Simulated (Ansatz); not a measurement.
For NiAs-type NiSb, PBE-D4 (Ansatz, a quantum-chemistry and plane-wave program, PAW) gives:

| Property | Value |
|---|---|
| lattice parameter a | 3.923 Å |
| c axis length | 5.107 Å |

Task: What does r²SCAN (Ansatz, PAW) give for the same quantities?

Result: 
- lattice constant a: 3.931 Å (rises by 0.2 %)
- lattice parameter c: 5.120 Å (rises by 0.3 %)

For comparison: lattice constant a 3.946 Å (measured, temperature not stated, no zero-point or thermal correction; as tabulated in Wikipedia's data pages); lattice parameter c 5.148 Å (measured, temperature not stated, not corrected to a static lattice; as tabulated in Wikipedia's data pages).

Changes are worked out from the printed values.

Unless a cell is named, each level is at its own relaxed cell (PBE-D4 17.02, r²SCAN 17.13 Å³/atom).

The crystal itself was run without spin with PBE-D4, r²SCAN.

Ansatz's density-functional and Hartree–Fock values are scalar-relativistic unless marked +SOC, with PAW data made under PBE.
